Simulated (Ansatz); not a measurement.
Density of states of V4AlC3 (P6_3/mmc) near the Fermi level, PBEsol, rigid bands run with Ansatz (a program for electronic structure).

```tsv
E − E_F (eV)	states/eV/cell
-1.95	9.07
-1.85	13.1
-1.75	7.52
-1.65	7.54
-1.55	6.19
-1.45	5.89
-1.35	5.06
-1.25	4.90
-1.15	5.52
-1.05	6.98
-0.95	12.0
-0.85	9.43
-0.75	7.94
-0.65	8.98
-0.55	7.18
-0.45	1.82
-0.35	3.60
-0.25	4.39
-0.15	6.26
-0.05	4.80
0.05	6.40
0.15	6.05
0.25	8.97
0.35	9.83
0.45	10.8
0.55	11.0
0.65	12.5
0.75	12.7
0.85	13.5
0.95	22.0
1.05	23.6
1.15	22.1
1.25	21.6
1.35	16.3
1.45	18.9
1.55	20.4
1.65	19.7
1.75	15.3
1.85	11.1
1.95	7.47
```

Task: With 16 atoms a cell, what bare Sommerfeld coefficient γ = (π²/3) k_B² N(E_F) follows?

Result: N(E_F) ≈ 5.4 states/eV a cell at 300 K, so γ ≈ 0.80 mJ/(mol of atoms·K²), before many-body enhancement (phonons, spin fluctuations, correlation).

Task: How far does the Fermi level move in a rigid band for 0.1 electron a cell added or removed?

Result: 18 meV and -19 meV.

A metal at this level (no band gap); rigid bands, thermally averaged at 300 K, both spins. Spin-orbit coupling is left out. Geometry: cell and atoms relaxed with PBEsol.

Computed structure with no diffraction record at hand here (it may be known, metastable or hypothetical): V4AlC3 (P6_3/mmc). Treated as nonmagnetic (a ferromagnetic start lost its moment, other orders weren't tried): V4AlC3 (P6_3/mmc).
